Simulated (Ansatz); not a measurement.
In a (4,4) BN nanotube, the lowest empty band has its minimum at the zone edge and lies 0.051 eV higher 0.0780 Å⁻¹ away along the axis.

All values below come from PBE (plane waves to 420 eV, PAW; Ansatz, an electronic-structure program). Mesh 1×1×12. No spin polarisation. It repeats along c; a and b span vacuum. An idealised model, rolled from the flat sheet. It keeps the symmetry and period of its start, so it need not be a minimum against all distortions.

**Question.** Estimate the electron mass along the axis.

**Answer.** For a parabola ΔE = ħ²Δk²/2m, and ħ²/2mₑ = 3.810 eV Å². So m/mₑ = 3.810 × 0.0780²/0.051 = 0.45. The curvature over a step a third as long gives 0.45; the band is close to a parabola here.
